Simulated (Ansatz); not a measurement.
The starting structures come from a database of crystals and need not be the phases stable at ambient conditions.

Tunnelling through a barrier is set by its complex band structure: the current falls as exp(−2κd) with the smallest κ.

Consider the following.

```yaml
crystal:
  lattice:
    - [7.32732, 0.00000, 0.00000]
    - [3.62184, 6.58002, 0.00000]
    - [-3.42423, 0.83680, 9.33244]
  atoms:
    - { symbol: K, position: [0.76480, 0.72700, 0.49430] }
    - { symbol: K, position: [0.23520, 0.27300, 0.50570] }
    - { symbol: K, position: [0.92150, 0.07190, 0.17360] }
    - { symbol: K, position: [0.07850, 0.92810, 0.82640] }
    - { symbol: K, position: [0.06670, 0.45180, 0.83180] }
    - { symbol: K, position: [0.93330, 0.54820, 0.16820] }
    - { symbol: K, position: [0.39630, 0.56850, 0.13810] }
    - { symbol: K, position: [0.60370, 0.43150, 0.86190] }
    - { symbol: Pb, position: [0.40040, 0.06090, 0.13380] }
    - { symbol: Pb, position: [0.59960, 0.93910, 0.86620] }
    - { symbol: Pb, position: [0.70240, 0.28230, 0.47460] }
    - { symbol: Pb, position: [0.29760, 0.71770, 0.52540] }
    - { symbol: O, position: [0.50080, 0.20220, 0.00640] }
    - { symbol: O, position: [0.49920, 0.79780, 0.99360] }
    - { symbol: O, position: [0.18960, 0.60040, 0.65100] }
    - { symbol: O, position: [0.81040, 0.39960, 0.34900] }
    - { symbol: O, position: [0.05700, 0.21760, 0.01520] }
    - { symbol: O, position: [0.94300, 0.78240, 0.98480] }
    - { symbol: O, position: [0.33610, 0.48100, 0.36890] }
    - { symbol: O, position: [0.66390, 0.51900, 0.63110] }
```

Space group of this cell: P-1. The cell is taken as given.

Transport runs along the normal of the first two printed cell vectors.

The gap is the functional's own. No spin-orbit coupling. Mid-gap values are interpolated on the energy grid.

Give the band gap and the smallest decay constant κ at mid-gap that r2SCAN (Ansatz, a program for electronic structure) yields.

Gap 2.21 eV on a 6×6×4 mesh; κ = 0.379 1/Å, at (0.500, 0.500) of the in-plane reciprocal vectors. At the zone centre, at the nearest computed energy, the slowest state has κ = 0.49 1/Å.
